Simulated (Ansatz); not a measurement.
Input:

End structure of a constructed model of the (0001) surface of hcp Co, ferromagnetic, from a spin-polarised start, a layer of Ni in place of the third plane (bottom of the slab: a bare face, its two planes held):

```yaml
crystal:
  lattice:
    - [2.49292, 0.00000, 0.00000]
    - [-1.24646, 2.15893, 0.00000]
    - [0.00000, 0.00000, 26.50000]
  atoms:
    - { symbol: Co, position: [0.66667, 0.33333, 0.31024] }
    - { symbol: Co, position: [0.33333, 0.66667, 0.38632] }
    - { symbol: Co, position: [0.66667, 0.33333, 0.46246] }
    - { symbol: Ni, position: [0.33333, 0.66667, 0.53917] }
    - { symbol: Co, position: [0.66667, 0.33333, 0.61669] }
    - { symbol: Co, position: [0.33333, 0.66667, 0.69013] }
```

Set-up: 6 atoms, 10.1 Å thick at the start with caps and adatoms (thin: gaps and levels are the slab's own); mesh 17x17x1; 0.1 eV smearing; dipole correction on; 2 atoms held, the rest relaxed; start symmetry kept, larger cells not searched; spin-polarised, ending with about 9.1 μB a cell; orders that need a larger cell were not tried, no spin-orbit, no U. In PBE it is, or lies within 0.01 eV a 1x1 cell of, the lowest of the 2 structures of its composition computed so far; subsurface sites and larger cells were not tried.

**Question.** Predict the work function of the top face from PBE in Ansatz (an electronic-structure program).

**Answer.** 5.00 eV
